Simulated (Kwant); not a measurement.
Kwant, Hückel tight-binding model, one pz orbital an atom, one spin, coherent transport at 0 K. Conductance is in e²/h.

Device: π system c1ccc2c(c1)-c1cccc3cccc-2c13 between two chain leads. The π system is taken as planar. Atoms are numbered from 0 in the order of the SMILES. Site energies (eV, carbon 0): [0.0, 0.0, 0.0, 0.0, 0.0, 0.0, 0.0, 0.0, 0.0, 0.0, 0.0, 0.0, 0.0, 0.0, 0.0, 0.0]. Bonds (i, j, β in eV): (0,1,-2.4) (1,2,-2.4) (2,3,-2.4) (3,4,-2.4) (4,5,-2.4) (4,6,-2.4) (6,7,-2.4) (7,8,-2.4) (8,9,-2.4) (9,10,-2.4) (10,11,-2.4) (11,12,-2.4) (12,13,-2.4) (13,14,-2.4) (14,15,-2.4) (5,0,-2.4) (15,6,-2.4) (14,3,-2.4) (15,10,-2.4). Leads: chains of hopping −3.6 eV, joined by −0.72 eV to atoms 7 and 9.

Site energies and bond integrals are typed Hückel values.

Sweep values stay those of the base run.

One input was changed, with this effect: transmission at E = 0 0.00071 → < 1e-12.

Which change was it?
A. contacts moved from atoms [7, 9] to [0, 13]
B. contacts moved from atoms [7, 9] to [2, 8]
C. contacts moved from atoms [7, 9] to [2, 9]
D. contacts moved from atoms [7, 9] to [7, 12]
E. contacts moved from atoms [7, 9] to [0, 7]
F. contacts moved from atoms [7, 9] to [9, 11]

B, contacts moved from atoms [7, 9] to [2, 8]
